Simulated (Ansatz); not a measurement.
The reference is W in the bcc (W type) structure (space group Im-3m, No. 229; a = 3.135 Å; relaxed with 0.1 eV smearing). Axes: x, y, z lie along the cube axes.

Computed with LDA (Ansatz, a program for electronic structure), no spin-orbit coupling.

Now apply this change: the cell is scaled by 0.9800 in all directions, atoms relaxed at fixed cell.

**Question.** Predict the stress tensor and what it implies for the stiffness.

**Answer.** Stress of the strained cell less that of the base (GPa, compression positive):
```
   23.0     0.0     0.0
    0.0    23.0     0.0
    0.0     0.0    23.0
```

Then B = −ΔP/(ΔV/V₀) with ΔV/V₀ = -0.0588 gives secant stiffness values (nonlinear terms included at this strain): B ≈ 392 GPa.

As a check, the harmonic strain energy −½ V₀ Δσ:ε is 66 meV/atom; the computed energy rise is 62 meV/atom.

Whether these cells are dynamically stable was not tested. All final runs are without spin polarisation.
